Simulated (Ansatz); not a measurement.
Hexagonal WC was calculated with r²SCAN in Ansatz (plane waves, PAW).

Run with plane-wave cutoff 600 eV, 18×18×16 k mesh (along the axes of the cell as run), Fermi–Dirac smearing 0.1 eV, finite displacements, no spin polarisation, scalar-relativistic PAW data made under PBE.

Computed at the level's own relaxed cell.

```xyz
2
Lattice="2.9125 0.0000 0.0000 -1.4563 2.5223 0.0000 0.0000 0.0000 2.8356" Properties=species:S:1:pos:R:3 pbc="T T T"
W      0.0000     0.0000     0.0000
C      0.0000     1.6815     1.4178
```

Harmonic phonon frequencies (cm⁻¹; i marks an imaginary mode):

| q point | frequencies |
|---|---|
| Γ | [?] |
| M | [?] |
| A | 177 177 287 534 534 754 |
| L | 212 232 249 640 670 688 |

Q: Some entries are withheld; supply them.

A: 
- Γ, frequencies: 0 0 0 568 619 619
- M, frequencies: 171 188 267 607 635 703

No imaginary mode appears at these points.

Ansatz is a quantum-chemistry and plane-wave program.
